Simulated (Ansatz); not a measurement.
Zr3N4 (I-43d), PBEsol, rigid bands (Ansatz, a quantum-chemistry and plane-wave program): N_c = 1.18e19 cm⁻³ at 300 K and an electron conductivity mass of 0.379 mₑ.

Q: For 1e16 electrons per cm³ at 300 K, place the Fermi level, estimate the Seebeck coefficient of a parabolic band with constant τ, and give mobility and conductivity for τ = 5 fs.

A: The level lies k_BT ln(N_c/n) = 0.183 eV below the conduction-band minimum. S ≈ −(k_B/e)[ln(N_c/n) + 5/2] = -825 μV/K, against -819 μV/K from the full bands (mean over directions). μ = eτ/m = 23.2 cm²/(V·s) and σ = neμ = 0.0372 S/cm. τ is assumed, not computed.

Band transport and this doping are assumed; polarons and phonon drag are left out. Spin-orbit coupling is left out.

Computed structure with no diffraction record at hand here (it may be known, metastable or hypothetical): Zr3N4 (I-43d).
